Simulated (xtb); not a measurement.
xtb 6.7.1, GFN1-xTB: Mo(H)3(SiH3)3 ([SiH3][MoH3]([SiH3])[SiH3]), 16 atoms. The geometry is a generated start, not checked to be a minimum at this level.

method: GFN1-xTB
--acc: 1 (default)
--etemp (K): 300 (default)
detailed input (--input): none: ANC optimiser, Lindh (1995) Hessian, microcycle=20, maxdispl=1.0, hlow=0.01 (default)
basis functions: 64
valence electrons: 30

```xyz
16

Mo     1.0415     0.4220    -0.0548
H      1.4929     1.7872    -0.8781
H      1.9604     0.8672     1.2447
H      2.3334    -0.3996    -0.6779
Si    -0.5923     0.5698     1.8490
H     -0.2101     0.2677     3.2575
H     -2.0451     0.2923     1.9009
H     -0.5208     2.1000     1.7578
Si    -0.9267     0.9589    -1.5256
H     -1.2679     2.3408    -1.9689
H     -2.2373     0.2910    -1.6914
H     -0.0504     0.3777    -2.6592
Si     0.2650    -1.9907    -0.2233
H      1.1203    -2.4548     0.9480
H      0.7022    -2.8594    -1.3516
H     -1.0651    -2.5701     0.0728
```

Charge 0 and multiplicity 1 are set for this test and not shown to be the ground state.

The structure is relaxed from this start with --opt LEVEL for the levels crude, sloppy, loose, lax, normal, tight, vtight, extreme, once each. Up to the end of the extreme run atoms move by at most 0.72 Å along an axis.

Problem. Which level is enough to come within 5 meV of the tightest end point?

Solution. normal: 26 cycles against 34, ending 0.22 meV above.

```tsv
level	cycles	energy above the extreme run (meV)	gradient norm (eV/Å)
crude	9	16	0.27
sloppy	10	14	0.27
loose	14	6.8	0.14
lax	15	6.3	0.069
normal	26	0.22	0.029
tight	30	0.025	0.013
vtight	34	under 0.01	0.0018
extreme	34	—	0.0018
```
